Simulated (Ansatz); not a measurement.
Base system: Nb in the bcc (W type) structure (space group Im-3m, No. 229; a = 3.2484 Å; relaxed with 0.1 eV smearing).

Level of theory: LDA/PAW in Ansatz (a program for electronic structure), no SOC.

For the base:

| Property | Value |
|---|---|
| Pressure | 0.0 GPa |

One thing is altered: the cell is scaled by 0.9850 in all directions, atoms relaxed at fixed cell.

Q: How does this affect the pressure?

A: The pressure goes from zero to 9.3 GPa.

Q: What happens to the energy relative to the base?

A: The energy grows by 21 meV/atom.

The cells carry an imposed strain or load. No phonon test of stability was made. The final runs are not spin-polarised.
